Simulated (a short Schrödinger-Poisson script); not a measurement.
Symmetric double-gate stack, SiO2 on p-type Si(110)

System: symmetric double-gate stack, SiO2 on p-type Si(110), at 77 K.

```tsv
layer	material	thickness (nm)	Na (cm⁻³)
1	SiO2	2.9	-
2	Si	6	1e17
3	SiO2	2.9	-
```

The device is made up for the run: typed textbook-type constants, with dimensions and the other settings drawn at random. SiO2: permittivity 3.9, conduction-band edge (eV) 3.15, gap (eV) 9, electron mass (mₑ) 0.5. Si: permittivity 11.7, conduction-band edge (eV) 0, gap (eV) 1.124, Nv at 300 K (cm⁻³) 3.1e19.

Channel valleys (confinement mass, in-plane density-of-states mass, number): Δ4 0.315, 0.324, 4; Δ2 0.19, 0.417, 2. At the gates, both at one voltage, the conduction-band edge of layer 1 lies 3.27 eV − eVg above the Fermi level of the channel. Gaps are held at their typed values at every temperature. Mesh 0.03 nm at interfaces.

Solved with a short Schrödinger-Poisson script written for these runs: 1D Poisson equation in equilibrium, electrons quantum, Hartree (BenDaniel-Duke, 12 states a valley, the channel's in-plane mass for all, wave functions free to enter the dielectric), parabolic valleys, classical holes, full ionisation, no traps, pinning or gate leakage.

| Vg (V) | electrons (cm⁻²) | C (μF/cm²) | Δ4 E0 (meV) | Δ4 E1 (meV) | Δ2 E0 (meV) | Δ2 E1 (meV) |
|---|---|---|---|---|---|---|
| 0.1 | 1.30e9 | 0.0332 | 53.1 | 137.9 | 67.4 | 195.8 |
| 0.2 | 7.20e11 | 1.78 | 10.6 | 93.2 | 24.7 | 150.7 |
| 0.3 | 1.88e12 | 1.91 | 3.3 | 82.3 | 17.2 | 139.4 |
| 0.4 | 3.09e12 | 1.95 | -1.0 | 74.6 | 12.7 | 131.1 |
| 0.5 | 4.31e12 | 1.97 | -4.2 | 68.0 | 9.3 | 124.1 |
| 0.6 | 5.55e12 | 1.99 | -6.9 | 62.0 | 6.5 | 117.7 |
| 0.7 | 6.79e12 | 2.00 | -9.2 | 56.5 | 4.1 | 111.8 |
| 0.8 | 8.05e12 | 2.01 | -11.4 | 51.4 | 1.9 | 106.3 |
| 0.9 | 9.31e12 | 2.02 | -13.3 | 46.6 | -0.1 | 101.1 |
| 1 | 1.06e13 | 2.03 | -15.2 | 42.0 | -2.0 | 96.2 |
| 1.1 | 1.18e13 | 2.04 | -17.0 | 37.6 | -3.8 | 91.6 |
| 1.2 | 1.31e13 | 2.05 | -18.8 | 33.4 | -5.4 | 87.1 |
| 1.3 | 1.44e13 | 2.06 | -20.4 | 29.4 | -7.0 | 82.9 |
| 1.4 | 1.57e13 | 2.07 | -22.1 | 25.6 | -8.5 | 78.8 |
| 1.5 | 1.70e13 | 2.08 | -23.7 | 21.9 | -10.0 | 75.0 |
| 1.6 | 1.83e13 | 2.09 | -25.2 | 18.5 | -11.3 | 71.3 |

Gate voltages with under 1e6 electrons/cm² are left out.

Subbands count from the Fermi level. The capacitance is that of both gates.
